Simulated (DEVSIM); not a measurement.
Structure: n-channel Si fully depleted SOI MOSFET with SiO2, at 350 K.

| Item | Result |
|---|---|
| Gate length | 40 nm |
| Source drain length | 32 nm |
| Dielectric thickness | 0.9 nm |
| Lateral straggle | 1.4 nm |
| Underlap | 0 nm |
| Body thickness | 8.4 nm |
| Buried oxide | 100 nm |
| Gate work function | 4.58 eV |
| Source and drain doping | 2e20 cm⁻³, Gaussian tails under the gate |
| Body doping | 2e15 cm⁻³ |
| Lifetime | 3e-8 s |
| Supply | 0.7 V |
| Back work function | 4.56 eV |

All mobilities are scaled by 0.4; velocity saturation, μ/(1 + (μE/vsat)^b)^(1/b) with b = 2 for electrons and 1 for holes and E the electric field along each mesh edge, is on. Mobility is constant in doping.

This is a model device: material constants are rounded textbook-type values typed into the input, and sizes, dopings and lifetimes were drawn at random. Values at 300 K; Nc and Nv go as T^1.5, mobilities as T to minus their exponent, the gap by Varshni's rule with the affinity fixed.

Si: gap (eV) 1.124, affinity (eV) 4.05, permittivity 11.7, Nc (cm⁻³) 2.86e19, Nv (cm⁻³) 3.1e19, μn (cm²/Vs) 1417, μp (cm²/Vs) 470, T exponent of μn 2.3, T exponent of μp 2.2, vsat,n (cm/s) 1e7, vsat,p (cm/s) 8.4e6, Varshni α (eV/K) 0.000473, Varshni β (K) 636. SiO2: gap (eV) 9, affinity (eV) 0.9, permittivity 3.9.

Model (solved in DEVSIM): 2D drift-diffusion, Boltzmann statistics, complete ionisation; no quantum confinement, tunnelling, impact ionisation, self-heating, contact resistance or fringe fields beside the gate. Metal contacts follow the ideal Schottky-Mott rule: no Fermi-level pinning, no interface dipoles.

Transfer curves, |Id| in μA/μm:

| Vg (V) | Vd = 0.05 V | Vd = 0.7 V |
|---|---|---|
| -0.21 | 2.702e-5 | 0.0003501 |
| -0.175 | 6.190e-5 | 0.0007886 |
| -0.14 | 0.0001418 | 0.001771 |
| -0.105 | 0.0003245 | 0.003965 |
| -0.07 | 0.0007422 | 0.008849 |
| -0.035 | 0.001696 | 0.01968 |
| 0 | 0.003874 | 0.04358 |
| 0.035 | 0.008835 | 0.09607 |
| 0.07 | 0.02011 | 0.2105 |
| 0.105 | 0.04567 | 0.4570 |
| 0.14 | 0.1033 | 0.9793 |
| 0.175 | 0.2321 | 2.056 |
| 0.21 | 0.5164 | 4.185 |
| 0.245 | 1.130 | 8.155 |
| 0.28 | 2.406 | 15.03 |
| 0.315 | 4.915 | 25.98 |
| 0.35 | 9.470 | 42.03 |
| 0.385 | 16.96 | 63.97 |
| 0.42 | 28.11 | 92.44 |
| 0.455 | 43.28 | 128.0 |
| 0.49 | 62.50 | 171.0 |
| 0.525 | 85.53 | 221.5 |
| 0.56 | 112.0 | 279.3 |
| 0.595 | 141.4 | 343.7 |
| 0.63 | 173.3 | 414.3 |
| 0.665 | 207.3 | 490.3 |
| 0.7 | 243.0 | 571.3 |

Work out the subthreshold swing at low drain bias from the rows at -0.21 and -0.175 V, and compare it with the thermal limit.

log10(6.190e-5/2.702e-5) = 0.360 over 35.0 mV, so S = 97.2 mV/decade. The limit kT/q ln 10 is 69.4 mV/decade; the ratio is 1.40. This is the steepest step of the table.

Find both thresholds at the constant current 0.1 μA × (1 μm/L) a micrometre, and the DIBL.

The current is 2.50 μA/μm. Interpolating ln Id gives 0.282 V and 0.185 V; their difference over the 0.65 V of drain bias is 150 mV/V.

Give the natural length λ = √(ε_body t_body t_ox / (ε_ox)) and the gate length in units of it.

λ = 4.76 nm and L/λ = 8.4. The formula is that for thin layers, and L is the gate's length, not the shorter one between the doping tails.

Source and drain are degenerate, where Boltzmann statistics are only rough. The electric field that drives the saturation includes the junctions' built-in field, which lowers the mobility there even at small currents: subthreshold currents come out too low, a known weakness of this choice.
